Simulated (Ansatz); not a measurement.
Output of an Ansatz run (abridged):

```
WARN ansatz: RAYON_NUM_THREADS=1 ignored (pool sized by the plan → 1); use --threads N
Pseudopotentials: kind: paw
Pseudopotential: Cs, paw, valence charge 9
Pseudopotential: Ca, paw, valence charge 10
Pseudopotential: H, paw, valence charge 1
Crystal: 5 atoms, lattice volume = 97.214 Å³
Basis set: ecut = 420 eV, 1935 PW (Γ)
Bands: 16, of which v1, the nominal top of the filled ones, is band 11 counted from 1 (10 counted from 0)
Symmetry: 48 space group operations
Space group: Pm-3m (ITA 221), of the structure as read, at distance tolerance 4.6e-5 Å
k-points: 20 of 216
PAW frozen core: Cs, regenerated for the run's functional, and the local potential with it
PAW frozen core: Ca, regenerated for the run's functional, and the local potential with it
Initial density: superposition of atomic densities (neutral atoms: chi_scale 0, normalization atom), corrected by the library's trained network
Initial wavefunctions: pseudopotential atomic-orbital guess
Eigensolver: davidson
Functional: x = slater, c = lda
SCF iter   1: F=—  HF=-7326.598003 eV  |F-HF|=—  |Δ(HF+E_count)|=         —  Δρ=1.02e-2  dr2=9.19e-2  ethr=1.77e-3  ⟨swp⟩=4.5  Hψ=1534  notcnv=0  defer=39
all-band conjugate gradients solve this SCF's bands
preconditioner: auto → Resta (q_TF=auto, 2.130 Å⁻¹)
SCF iter   2: F=—  HF=-7326.570242 eV  |F-HF|=—  |Δ(HF+E_count)|=   2.78e-2  Δρ=4.30e-3  dr2=1.71e-2  ethr=4.18e-4  ⟨swp⟩=1.4  Hψ=492  notcnv=0  defer=39
SCF iter   3: F=—  HF=-7326.564482 eV  |F-HF|=—  |Δ(HF+E_count)|=   5.76e-3  Δρ=4.74e-4  dr2=1.43e-4  ethr=7.77e-5  ⟨swp⟩=2.0  Hψ=410  notcnv=0  defer=50
SCF iter   4: F=—  HF=-7326.564442 eV  |F-HF|=—  |Δ(HF+E_count)|=   3.98e-5  Δρ=1.16e-4  dr2=7.00e-6  ethr=6.49e-7  ⟨swp⟩=2.8  Hψ=489  notcnv=0  defer=37
SCF iter   5: F=—  HF=-7326.564446 eV  |F-HF|=—  |Δ(HF+E_count)|=   3.21e-6  Δρ=3.47e-5  dr2=5.08e-7  ethr=3.18e-8  ⟨swp⟩=2.1  Hψ=504  notcnv=0  defer=21
SCF iter   6: F=-7326.564446 eV  HF=-7326.564446 eV  |F-HF|=4.16e-10  |Δ(HF+E_count)|=   2.32e-7  Δρ=1.96e-6  dr2=3.17e-9  ethr=4.55e-10  ⟨swp⟩=10.2  Hψ=2004  notcnv=0
SCF 1 converged in 6 iterations: F = -7326.564446 eV  dr2 = 3.17e-9
SCF converged after 6 iterations
Free energy (F): -7326.564446 eV
Harris-Foulkes:  -7326.564446 eV  (|F-HF|=4.16e-10)
Internal energy: -7326.564446 eV  (E = F + TS)
E sigma→0 (E₀):  -7326.564446 eV
Fermi energy:    2.913690 eV
--- Per-component energies (eV) ---
  E_band       = -219.751274
  E_kinetic    = 457.847953
  E_local      = -1093.526387  (includes V_loc(G=0)·N_el)
  E_nonlocal   = 103.216116
  E_hartree    = 367.013691
  E_xc         = -334.138536
  E_vxc        = -330.708431  (∫ρ·V_xc dr)
  E_paw        = -5720.299803  (= ΣΔE_a)
  E_vpaw       = -90.606267  (= ΣTr[D̂ρ^β])
  E_aug_tail   = -0.003185  (compensation charges beyond the density's cutoff)
  E_ewald      = -1107.228017
  E_core_change = 0.553722  (= ΣΔE_core)
  E_smearing   = -0.000000  (= −TS)
  E_closure    = 0.000000  (closes the sum)
  Σ components = -7326.564446   (vs F -7326.564446, Δ=0.00e0)
--- Forces (eV/Å), atoms counted from 1 ---
  atom   1  Cs    -0.00000000    -0.00000000     0.00000000
   [... zero for the other atoms too ...]
  max |Σ_I F_I| component: 1.81e-29 eV/Å
--- Stress (GPa, compression-positive) ---
       -2.066755       0.000000       0.000000
        0.000000      -2.066755       0.000000
        0.000000       0.000000      -2.066755
  P = ⅓ Tr σ = -2.0668 GPa (-20.668 kbar)
  The stress holds the Pulay correction. Without it, at fixed plane waves, as pw.x and ABINIT print it: P = -2.1163 GPa
--- Band table (eV; the first three rows and the last of 20) ---
  k-point 0: bands = ["-35.6968", "-17.2863", "-16.9518", "-16.9518", "-16.9518", "-3.9405", "-3.9405", "-3.9405", "0.0648", "2.2045", "2.2045", "8.2919", "8.2919", "8.2919", "9.2359", "9.2359"]
  k-point 1: bands = ["-35.6966", "-17.2872", "-16.9514", "-16.9514", "-16.9512", "-4.1025", "-3.9316", "-3.9316", "0.3576", "2.2683", "2.2951", "8.1919", "8.1919", "8.3681", "8.7197", "9.1645"]
  k-point 2: bands = ["-35.6962", "-17.2897", "-16.9506", "-16.9506", "-16.9494", "-4.3874", "-3.9137", "-3.9137", "1.0490", "2.3115", "2.4072", "7.9301", "8.0582", "8.0582", "8.5162", "8.5426"]
  k-point 19: bands = ["-35.6944", "-17.2190", "-16.9759", "-16.9759", "-16.9759", "-4.2543", "-4.2543", "-4.2543", "2.2837", "2.2837", "2.2837", "7.3931", "7.3931", "7.3931", "7.7237", "8.7992"]
```

The structure:

```xyz
5
Lattice="4.5981 0.0000 0.0000 0.0000 4.5981 0.0000 0.0000 0.0000 4.5981" Properties=species:S:1:pos:R:3 pbc="T T T"
Cs     0.0000     0.0000     0.0000
Ca     2.2990     2.2990     2.2990
H      2.2990     0.0000     2.2990
H      0.0000     2.2990     2.2990
H      2.2990     2.2990     0.0000
```

Q: Write an input that gives this output.

A: Other spellings and defaults could give the same log, and not every line can be read from it. The input that was run (DFT, LDA (PW92), plane waves, default PAW files made with PBE):

Ansatz 0.2 input:
```yaml
# CsCaH3
crystal:
  lattice:
    - [4.59808400, 0.00000000, 0.00000000]
    - [0.00000000, 4.59808400, 0.00000000]
    - [0.00000000, 0.00000000, 4.59808400]
  atoms:
    - { symbol: Cs, position: [0.00000000, 0.00000000, 0.00000000] }
    - { symbol: Ca, position: [0.50000000, 0.50000000, 0.50000000] }
    - { symbol: H, position: [0.50000000, 0.00000000, 0.50000000] }
    - { symbol: H, position: [0.00000000, 0.50000000, 0.50000000] }
    - { symbol: H, position: [0.50000000, 0.50000000, 0.00000000] }
basis:
  ecutwfc: 420.0 eV
kpoints:
  mp_grid: { grid: [6, 6, 6] }
hamiltonian:
  xc: lda
  pseudopotentials: { kind: paw }
scf:
  occupations: { method: fixed }
output:
  forces: true
  eigenvalues: true
  stress: true
```

The starting cell comes from a database of computed structures (which also holds hypothetical and non-ambient phases and stackings), without a prior relaxation at this level. Its lattice was rescaled by up to half a per cent. Ansatz's pressure includes its estimate of the finite-basis (Pulay) stress.

Ansatz is a quantum-chemistry and plane-wave program.
